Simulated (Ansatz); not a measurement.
Functionals compared on the (10-13) surface of hcp Mg in its 1x1 cell, outermost plane spacing 0.24 Å in the ideal cut, in Ansatz (plane waves, PAW). The structure was relaxed with PBE; the other rows are single points on it, each with its references at the same level. Cutoff 420 eV (500 eV for r2SCAN).

Slab: 16 atoms, 10.5 Å thick at the start; k 12x4x1, smearing 0.1 eV, dipole-corrected; all atoms relaxed; held to the part of the start's symmetry that mesh and held atoms allow; no spin, no spin-orbit, no U. These notes are the PBE run's.

```json
[
 {"functional": "PBE", "surface energy (J/m²)": "0.74", "work function of the top face (eV)": "3.57", "rough cost of the single point": "–"},
 {"functional": "LDA", "surface energy (J/m²)": "0.83", "work function of the top face (eV)": "3.71", "rough cost of the single point": "about 90 core-seconds (a rough figure)"},
 {"functional": "PBEsol", "surface energy (J/m²)": "0.82", "work function of the top face (eV)": "3.61", "rough cost of the single point": "around 80 core-seconds (rough)"},
 {"functional": "RPBE", "surface energy (J/m²)": "0.68", "work function of the top face (eV)": "3.51", "rough cost of the single point": "about 90 core-seconds (a rough figure)"},
 {"functional": "r2SCAN", "surface energy (J/m²)": "0.84", "work function of the top face (eV)": "3.63", "rough cost of the single point": "about 3 core-minutes (a rough figure)"}
]
```

Ansatz is a first-principles code.
